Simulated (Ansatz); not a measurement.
Start from ZnO in the wurtzite structure (space group P6_3mc, No. 186; a = 3.2799 Å, c = 5.2941 Å).

(Cell as relaxed with PBE.)

Levels (all Ansatz, an electronic-structure program, PAW, earlier PAW set): PBE (420 eV, without spin-orbit coupling); r2SCAN (500 eV, without spin-orbit coupling).

Each level relaxes its own structure.

```json
[
 {"base": "volume per atom", "PBE": "12.33 Å³", "r2SCAN": "11.81 Å³"},
 {"base": "lattice parameter a", "PBE": "3.280 Å", "r2SCAN": "3.235 Å"},
 {"base": "band gap", "PBE": "0.74 eV", "r2SCAN": "1.23 eV"}
]
```

Modification: S replaces 33.3 % of the O, ordered in a cell of 12 atoms (starting symmetry P3m1) and fully relaxed.

| quantity | PBE | r2SCAN |
|---|---|---|
| mixing energy (to 0.01 eV only: unlike meshes or grids) | +0.11 eV/atom | (withheld) |
| volume per atom | 14.71 Å³ | (withheld) |
| band gap | zero | (withheld) |

Question: What does r2SCAN give?

Answer: 
- mixing energy (to 0.01 eV only: unlike meshes or grids), r2SCAN: +0.12 eV/atom
- volume per atom, r2SCAN: 14.14 Å³
- band gap, r2SCAN: zero

PBE's mixing energy lies 0.01 eV/atom below r2SCAN's; PBE's volume per atom lies 0.564 Å³ above r2SCAN's (4.0 %); the two agree on the band gap. Neither level is exact; r2SCAN is the comparison here, not a measurement.

Each cell is one ordered arrangement of few atoms, which overstates ordering effects compared with a random alloy. Whether these cells are dynamically stable was not tested. The final runs are not spin-polarised. The zero or small gap of Zn3SO2 can change with the level of theory.
